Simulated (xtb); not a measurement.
xtb 6.7.1, GFN2-xTB: Si(NMe2)(OMe)(Ph)2 (CO[Si](c1ccccc1)(c1ccccc1)N(C)C), 37 atoms. The geometry is a generated start, not checked to be a minimum at this level.

method: GFN2-xTB
--acc: 1 (default)
--etemp (K): 300 (default)
detailed input (--input): none: ANC optimiser, Lindh (1995) Hessian, microcycle=20, maxdispl=1.0, hlow=0.01 (default)
basis functions: 97
valence electrons: 94

The structure is relaxed from this start with --opt LEVEL for the levels crude, sloppy, loose, lax, normal, tight, vtight, extreme, once each. Up to the end of the extreme run atoms move by at most 0.26 Å along an axis.

### Question
What is the loosest level that ends within 1 meV of the extreme run, and how many cycles does it take?

### Answer
tight: 27 cycles against 44, ending 0.36 meV above.

```csv
level,cycles,energy above the extreme run (meV),gradient norm (eV/Å)
crude,1,6.2,0.18
sloppy,1,6.2,0.18
loose,1,6.2,0.18
lax,6,2.9,0.12
normal,13,1.3,0.018
tight,27,0.36,0.014
vtight,44,under 0.01,0.0018
extreme,44,—,0.0018
```
